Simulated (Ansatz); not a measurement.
## What Co on a Si site (antisite), symmetric start does to CoSi2

Base system: a 9-atom supercell of CoSi$_{2}$ (space group Fm-3m, No. 225; a = 5.360 Å; non-magnetic) at its relaxed geometry.

Modification: one Si atom is replaced by Co, atoms relaxed at fixed cell.

Computed with PBE (Ansatz, a first-principles code; PAW; 420 eV plane waves; scalar-relativistic without spin-orbit coupling). k-mesh 11×11×11 (Γ-centred); smearing 0.05 eV (Fermi–Dirac).

```json
{
 "pressure": "-0.4 GPa (base 0.0 GPa)",
 "energy_gained_by_relaxation": "0.01 eV",
 "largest_displacement_of_a_host_atom_from_its_site_in_the_perfect_cell": "0.03 Å",
 "mean_distance_from_the_defect_site_to_its_nearest_host_atoms": "2.32 Å (base 2.32 Å)"
}
```

Cost of the whole job for the changed cell (relaxation, final SCF and bands): roughly 12 core-minutes.

Other magnetic orders, which the real material may have, were not ruled out. In so small a cell the defect repeats every few ångströms: this is an ordered compound, not a dilute defect. The defect started on the symmetric site and kept its symmetry, so it may sit on a saddle. Starting moments died away, wholly or in part, for the base; another magnetic solution may exist. Spin-polarised in the final run: Co on a Si site (antisite); the other runs are not. An odd electron count without spin: CoSi2. The defect cell is spin-polarised and ends with 2.0 μB.
